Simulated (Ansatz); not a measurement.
Input:

```xyz
2
Lattice="2.9505 0.0000 0.0000 1.4752 2.5552 0.0000 1.4752 -0.8517 2.4405" Properties=species:S:1:pos:R:3 pbc="T T T"
Ti     0.0000     0.0000     0.0000
N      1.4752     0.8517     1.2203
```

No spin polarisation.

Level of theory: PBEsol (Ansatz, a program for electronic structure), no SOC. Settings: 24×24×24 k-points, 0.1 eV Fermi–Dirac smearing.

Problem. Predict the pressure and space group.

Solution. The pressure (mean of the normal stresses, compression positive) comes out as 3.0 GPa and the space group is R-3m (No. 166).

The cells carry an imposed strain or load. No phonon test of stability was made. The final runs are not spin-polarised. The cell was made from TiN in the rock salt structure (space group Fm-3m, No. 225) by this change: biaxial strain −0.76 %, plane normal [111], relaxed out of plane.
